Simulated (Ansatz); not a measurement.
# NiGe2 (Cmce, No. 64, 12 atoms in the cell; start mp-29900)

The numbers are results of r²SCAN-D4 in Ansatz (PAW), not measurements.

Numerical settings: plane-wave cutoff 500 eV, 8×8×8 k mesh, Fermi–Dirac smearing 0.05 eV, no spin polarisation, scalar-relativistic PAW data made under PBE.

Cell (relaxed at this level):

```
CELL_PARAMETERS angstrom
      5.37311    -2.85968     0.00000
      5.37311     2.85968     0.00000
      0.00000     0.00000     5.71471
ATOMIC_POSITIONS crystal
  Ni 0.11585 0.11585 0.00000
  Ni 0.88415 0.88415 0.00000
  Ni 0.38415 0.38415 0.50000
  Ni 0.61585 0.61585 0.50000
  Ge 0.84536 0.15464 0.34351
  Ge 0.15464 0.84536 0.65649
  Ge 0.65464 0.34536 0.84351
  Ge 0.34536 0.65464 0.15649
  Ge 0.00513 0.49487 0.25000
  Ge 0.99487 0.50513 0.75000
  Ge 0.49487 0.00513 0.75000
  Ge 0.50513 0.99487 0.25000
```

| Quantity | Value |
|---|---|
| band gap | none |

Note: the relaxation could not lower the start's symmetry, so the cell can be a saddle point above a distorted one.

Spin–orbit coupling is not included.

Computed values are for the static lattice.

The result took roughly 7 core-minutes.

A start named mp-… is a Materials Project structure, which need not be a measured phase.

Ansatz is a quantum-chemistry and plane-wave program.
